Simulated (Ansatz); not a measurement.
The starting structures come from a database of crystals and need not be the phases stable at ambient conditions.

Data:

```yaml
crystal:
  lattice:
    - [4.11412, 0.00000, 0.00000]
    - [0.00000, 5.08125, 0.00000]
    - [0.00000, 0.00000, 4.52716]
  atoms:
    - { symbol: Si, position: [0.50000, 0.65231, 0.75000] }
    - { symbol: Si, position: [0.50000, 0.34769, 0.25000] }
    - { symbol: Si, position: [0.00000, 0.84769, 0.25000] }
    - { symbol: Si, position: [0.00000, 0.15231, 0.75000] }
    - { symbol: O, position: [0.73090, 0.38242, 0.57997] }
    - { symbol: O, position: [0.26910, 0.61758, 0.42003] }
    - { symbol: O, position: [0.76910, 0.11758, 0.07997] }
    - { symbol: O, position: [0.23090, 0.88242, 0.92003] }
    - { symbol: O, position: [0.23090, 0.11758, 0.42003] }
    - { symbol: O, position: [0.76910, 0.88242, 0.57997] }
    - { symbol: O, position: [0.26910, 0.38242, 0.92003] }
    - { symbol: O, position: [0.73090, 0.61758, 0.07997] }
```

Space group of this cell: Pbcn. The cell is taken as given; by r2SCAN its mean pressure is -9.7 GPa.

The current runs along the normal of the first two printed vectors. All runs by Ansatz (an electronic-structure program), plane waves and PAW, without spin-orbit coupling; the base is r2SCAN.

| run | mean pressure (GPa) | gap (eV) | mid-gap κ (1/Å) |
|---|---|---|---|
| base | -9.7 | 6.20 | 0.398 |
| all lengths scaled by 0.98 | 11.2 | 7.33 | 0.441 |
| all lengths scaled by 1.02 | -25.5 | 5.15 | 0.355 |
| lda in place of r2scan | -14.4 | (withheld) | (withheld) |
| lengths across the current scaled by 0.98, ions clamped | 3.3 | 6.86 | 0.422 |
| lengths across the current scaled by 1.02, ions clamped | -20.3 | 5.55 | 0.373 |
| lengths along the current scaled by 0.97, ions clamped | 1.0 | (withheld) | (withheld) |
| lengths along the current scaled by 1.03, ions clamped | -18.4 | 5.55 | 0.371 |
| pbesol in place of r2scan | -6.9 | (withheld) | (withheld) |

### Question
Fill in the missing entries.

### Answer

- lda in place of r2scan, gap (eV): 5.27
- lda in place of r2scan, mid-gap κ (1/Å): 0.376
- lengths along the current scaled by 0.97, ions clamped, gap (eV): 6.85
- lengths along the current scaled by 0.97, ions clamped, mid-gap κ (1/Å): 0.426
- pbesol in place of r2scan, gap (eV): 5.24
- pbesol in place of r2scan, mid-gap κ (1/Å): 0.370
